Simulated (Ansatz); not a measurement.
**Quick settings and what they miss: MgS (P6_3mc, 4 atoms in the cell)**

Self-consistent single point.

```
MgS
1.0
    4.03462     0.00000     0.00000
   -2.01731     3.49408     0.00000
    0.00000     0.00000     6.43229
Mg S
2 2
Direct
  0.66667   0.33333   0.49575
  0.33333   0.66667   0.99575
  0.33333   0.66667   0.37924
  0.66667   0.33333   0.87924
```

Level of theory: LDA (PW92), PAW files made with PBE (plane waves; Ansatz, a quantum-chemistry and plane-wave program).

Base settings: basis.ecutwfc = 30.9 Ry; kpoints.mp_grid.grid = 6 6 4; hamiltonian.xc = lda; hamiltonian.pseudopotentials = {kind: paw} (the program's default PAW files); scf.occupations.method = gaussian; scf.occupations.width = 0.0037 Ry.

Tight run (finer mesh or higher cutoff; not a proven limit): basis.ecutwfc: 30.9 Ry → 43.4 Ry; kpoints.mp_grid.grid: 6 6 4 → 9 9 6; scf.convergence.dr2_threshold: default (1e-07 eV) → 1e-09 eV. It gave top of the valence band (on the code's own zero) 3.03 eV; gap on the k-point mesh 3.15 eV; pressure -2.08 GPa; largest force (vector length) 0.052 eV/Å.

Quick runs, as changes from the base:
- A: the base itself
- B: basis.ecutwfc: 30.9 Ry → 15.4 Ry; kpoints.mp_grid.grid: 6 6 4 → 2 2 2
- C: kpoints.mp_grid.grid: 6 6 4 → 2 2 2; hamiltonian.xc: lda → b3lyp [B3LYP]
- D: kpoints.mp_grid.grid: 6 6 4 → 4 4 4; hamiltonian.xc: lda → hse06 [HSE06]

Dashes: energy of C, D, another energy zero; count of C, D, another kind of functional, whose work the count does not hold.

Gaps are read on each run's own mesh, which may miss the band edges.

† marks runs with another functional, U, potentials or spin treatment: their distance from the tight run is not a convergence error alone.

The count of work is k-points × plane waves × bands × iterations; it is no time. 

Pressures in the table are Ansatz's without its Pulay estimate, at a fixed set of plane waves; the tight run's value above holds the estimate.

The starting cell comes from a database of computed structures (which also holds hypothetical and non-ambient phases and stackings), without a prior relaxation at this level.

```csv
run,energy less tight (meV/atom),pressure less tight (GPa),largest miss in a force vector (eV/Å),gap on the mesh less tight (eV),count of work / tight
A,0.9,-0.01,0.000,0.000,0.21
B,1060.0,-31.85,0.045,0.032,0.014
C†,–,4.52,0.033,1.774,–
D†,–,2.11,0.002,1.351,–
```

Among the runs at the tight run's level, the energy misses run from 0.9 to 1060.0 meV/atom.

Left out of this page: 3 runs of the series with a known weakness of the program; 1 run of the series unsound by tests on forces, stress, charge or solver warnings.

Keys are those of Ansatz 0.2.
